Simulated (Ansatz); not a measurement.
The starting structures come from a database of crystals and need not be the phases stable at ambient conditions.

 Where the default PAW files enter, the runs use the earlier of Ansatz's two default sets.

Tunnelling through a barrier is set by its complex band structure: the current falls as exp(−2κd) with the smallest κ.

Here is the system:

```yaml
crystal:
  lattice:
    - [2.76530, 0.00000, 0.00000]
    - [0.00000, 4.61477, 0.00000]
    - [0.00000, 0.00000, 7.17887]
  atoms:
    - { symbol: Mg, position: [0.50000, 0.50000, 0.50000] }
    - { symbol: Mg, position: [0.00000, 0.00000, 0.00000] }
    - { symbol: B, position: [0.50000, 0.11655, 0.72963] }
    - { symbol: B, position: [0.50000, 0.88345, 0.27037] }
    - { symbol: B, position: [0.00000, 0.61655, 0.77037] }
    - { symbol: B, position: [0.00000, 0.38345, 0.22963] }
    - { symbol: C, position: [0.50000, 0.21452, 0.22034] }
    - { symbol: C, position: [0.50000, 0.78548, 0.77966] }
    - { symbol: C, position: [0.00000, 0.71452, 0.27966] }
    - { symbol: C, position: [0.00000, 0.28548, 0.72034] }
```

Space group of this cell: Pnnm. The cell is taken as given.

Transport runs along the normal of the first two printed cell vectors.

The gap is the functional's own, uncorrected, and κ follows it; spin-orbit coupling is left out. Mid-gap values are interpolated between the computed energies.

### Question
State the band gap and the smallest decay constant κ at mid-gap according to r2SCAN (Ansatz, a first-principles code).

### Answer
Gap 1.56 eV on a 12×8×4 mesh; κ = 0.278 1/Å, at (0.333, 0.000) of the in-plane reciprocal vectors. At the zone centre, at the nearest computed energy, the slowest state has κ = 0.36 1/Å.
